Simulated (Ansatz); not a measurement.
```yaml
crystal:
  lattice:
    - [-1.89250, 1.89250, 4.82514]
    - [1.89250, -1.89250, 4.82514]
    - [1.89250, 1.89250, -4.82514]
  atoms:
    - { symbol: Ti, position: [0.50000, 0.50000, 0.00000] }
    - { symbol: Ti, position: [0.25000, 0.75000, 0.50000] }
    - { symbol: O, position: [0.29353, 0.29353, 0.00000] }
    - { symbol: O, position: [0.04353, 0.54353, 0.50000] }
    - { symbol: O, position: [0.45647, 0.95647, 0.50000] }
    - { symbol: O, position: [0.70647, 0.70647, 0.00000] }
```

No spin polarisation.

Computed with r2SCAN in Ansatz (plane waves to 500 eV, PAW, no spin-orbit coupling). k-mesh 12×12×12 (Γ-centred); smearing 0.05 eV (Fermi–Dirac).

Estimate the gap character.

Indirect, Γ–X (87 % along) → Γ.

What is the computed width of the top valence band?

0.86 eV.

Estimate the band gap.

2.53 eV.

Load acts through the strain it causes; cell and atoms are relaxed under it. Stability against distortions was not tested. The final runs are not spin-polarised. The cell was made from TiO$_{2}$ in the anatase structure (space group I4_1/amd, No. 141) by this change: pressure −2 GPa.

Ansatz is a quantum-chemistry and plane-wave program.
